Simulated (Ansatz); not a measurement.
A periodic model of amorphous Si24O49Li2:

```
CELL_PARAMETERS angstrom
     10.60555     0.00753    -0.30750
      0.00753    10.52908    -0.16295
     -0.30750    -0.16295     9.96480
ATOMIC_POSITIONS crystal
  Si 0.12294 0.09576 0.77690
  Si 0.79760 0.44544 0.09631
  Si 0.10279 0.46789 0.14897
  Si 0.37966 0.10711 0.68292
  Si 0.32376 0.66163 0.79311
  Si 0.90444 0.98160 0.64758
  Si 0.14395 0.70289 0.99188
  Si 0.50220 0.61849 0.61245
  Si 0.77370 0.61142 0.53787
  Si 0.19120 0.24088 0.00908
  Si 0.96943 0.10562 0.00125
  Si 0.13818 0.46797 0.45666
  Si 0.65313 0.10453 0.70715
  Si 0.77412 0.70898 0.24723
  Si 0.25599 0.72603 0.51728
  Si 0.35669 0.40342 0.66385
  Si 0.93020 0.84861 0.05550
  Si 0.79778 0.30888 0.84001
  Si 0.40268 0.11741 0.16834
  Si 0.87399 0.35436 0.54087
  Si 0.76052 0.10078 0.44197
  Si 0.58460 0.93859 0.25956
  Si 0.34729 0.97500 0.40178
  Si 0.93285 0.72787 0.78597
  O  0.72393 0.33551 0.16303
  O  0.85927 0.62894 0.67936
  O  0.25622 0.39738 0.53426
  O  0.30266 0.04728 0.26502
  O  0.89124 0.99866 0.07611
  O  0.74037 0.58120 0.15708
  O  0.96326 0.84573 0.68941
  O  0.49085 0.91927 0.38170
  O  0.69396 0.05151 0.29744
  O  0.51527 0.04487 0.73639
  O  0.49197 0.46303 0.62092
  O  0.14341 0.42739 0.30013
  O  0.76472 0.45929 0.50072
  O  0.07961 0.17768 0.09505
  O  0.89429 0.77839 0.18930
  O  0.66417 0.23588 0.79852
  O  0.48743 0.23105 0.22962
  O  0.95250 0.44815 0.12163
  O  0.38118 0.26057 0.71614
  O  0.50503 0.99860 0.13000
  O  0.77626 0.43911 0.92791
  O  0.47242 0.68294 0.76012
  O  0.78140 0.01767 0.73825
  O  0.35540 0.08200 0.52257
  O  0.02137 0.08619 0.64693
  O  0.05637 0.65546 0.85567
  O  0.84632 0.98004 0.49198
  O  0.04386 0.02254 0.88728
  O  0.86890 0.32691 0.70086
  O  0.85933 0.78441 0.91683
  O  0.84678 0.22900 0.44103
  O  0.14607 0.62414 0.46580
  O  0.39510 0.66194 0.49748
  O  0.31989 0.15896 0.03186
  O  0.00963 0.41663 0.51652
  O  0.25142 0.85942 0.43761
  O  0.08379 0.83558 0.04685
  O  0.14716 0.23733 0.84685
  O  0.65037 0.13254 0.54621
  O  0.24266 0.74473 0.68001
  O  0.65162 0.80324 0.23116
  O  0.30086 0.50599 0.77460
  O  0.63544 0.66693 0.56694
  O  0.81613 0.68225 0.40493
  O  0.26173 0.03796 0.75040
  O  0.19769 0.38883 0.05362
  O  0.28791 0.71200 0.94212
  O  0.14071 0.61329 0.12030
  O  0.87710 0.21142 0.93655
  Li 0.65108 0.17997 0.15706
  Li 0.57831 0.37388 0.25131
```

Methods: PBE, scalar-relativistic without spin-orbit coupling (Ansatz, a program for electronic structure); r2SCAN, scalar-relativistic without spin-orbit coupling (Ansatz); HSE06, scalar-relativistic without spin-orbit coupling (Ansatz). Neutral PBE cell, which sets geometry, pressure and energy: sampling: a 2×2×2 Γ-centred mesh; Fermi-Dirac width 0.02 eV; no spin polarisation. Exact exchange is cut at the faces of this 10 Å cell, which leaves hybrid gaps a finite-size error.

The cell was made by melting and quenching with the CHGNet potential and then relaxed with DFT. O atoms were pushed apart under 1.9 Å during the dynamics, to hinder bonds among them. The hot cell started wider than the set density and was brought back towards it in steps. It is the lowest in DFT energy of 2 quenches. It is a model cell: composition and starting density were chosen by hand, and all elements were melted together. No dispersion term was used. Its density started from a set value of 2.20 and ended at 2.20 g/cm³. Cooling (nominally 320 K/ps over its main leg) ran many orders faster than in experiment, which tends to leave more defects and strain. One small periodic cell is one sample of the glass; other quenches scatter about these values. The volume was held where the preparation left it and the shape relaxed.

Task: Give the pressure, the energy against reference phases and the spacing of the highest filled and lowest empty levels.

Result: 
| Item | Result |
|---|---|
| Pressure on a 2×2×2 Γ-centred mesh | 1.19 GPa |
| Largest force and stress component on that mesh (the relaxation ran on the zone centre alone) | 0.03 eV/Å and 1.2 GPa |
| Energy relative to alpha cristobalite + Li2O (Fm-3m) (lowest mix at this level among the phases computed, not always the ambient ones) | 0.081 eV/atom |
| Level gap on a 2×2×2 Γ-centred mesh (PBE) | 4.58 eV |
| Level gap at the zone centre (PBE) | 4.58 eV |
| Level gap at the zone centre (r2SCAN) | 5.22 eV |
| Level gap at the zone centre (HSE06) | 6.28 eV |
| Distance between the nearest levels spread over more than a fifth of the atoms or a third of the atoms of their main element (six at least) (PBE, zone centre) | 5.60 eV |

Task: At PBE and the zone centre, how localised are the states just below and above the Fermi level (participation number: the atoms over which a state spreads)?

Result: The highest filled state is spread over 3.3 atoms' worth, largest on O41, with weights by element (charge in smoothed Voronoi cells) O 0.94, Si 0.04, Li 0.02. The lowest empty state is spread over 67.8 atoms' worth, largest on Li75, with weights by element (charge in smoothed Voronoi cells) O 0.71, Si 0.24, Li 0.05.

At PBE the levels at the filled edge of the gap are localised (band-tail or defect states), and the nearest spread-out levels lie 5.6 eV apart at the zone centre.

Cut-offs for bonds: Si-Si 2.60 Å, Si-O 1.90 Å, Si-Li 2.65 Å, O-O 1.58 Å, O-Li 2.33 Å, Li-Li 2.86 Å. Two cations that share two anions don't count as bonded, nor two that share one unless they lie closer than Si-Si 2.38 Å, Si-Li 2.58 Å, Li-Li 2.78 Å.

Added carriers, by PBE, scalar-relativistic without spin-orbit coupling run with Ansatz on the zone centre alone. Charged cells keep the cell fixed and stand in a uniform background, with no image correction, at a width of 0.01 eV; where the count is odd the moment is locked at 1 μB, unless the neutral cell bore moments. Each starts from the undistorted neutral geometry alone. PBE's self-interaction favours spread-out carriers, so it can miss traps that a hybrid finds.

Task: What happens at PBE when the cell takes an extra electron and the atoms relax?

Result: Relaxation lowers the charged cell by 0.01 eV. The largest moves are O65 0.02 Å, Li75 0.02 Å, O72 0.02 Å, O28 0.02 Å. The level that holds the added charge spreads over 66.7 atoms' worth, most on Li75 (weight 0.04): a carrier spread over the cell. No bond crosses its cut-off with a change of over 0.15 Å (metal-metal contacts aside). Made neutral again at that geometry, the cell lies +0.01 eV from the neutral start.

Task: What happens at PBE when the cell takes a hole and the atoms relax?

Result: Relaxation lowers the charged cell by 0.26 eV. The largest moves are Li75 0.56 Å, Li74 0.16 Å, O58 0.14 Å, O28 0.08 Å. The level that was emptied spreads over 4.3 atoms' worth, most on O41 (weight 0.36): a localised (trapped) carrier, which neighbours of that atom can share. No bond crosses its cut-off with a change of over 0.15 Å (metal-metal contacts aside). Made neutral again at that geometry, the cell lies +0.45 eV from the neutral start.
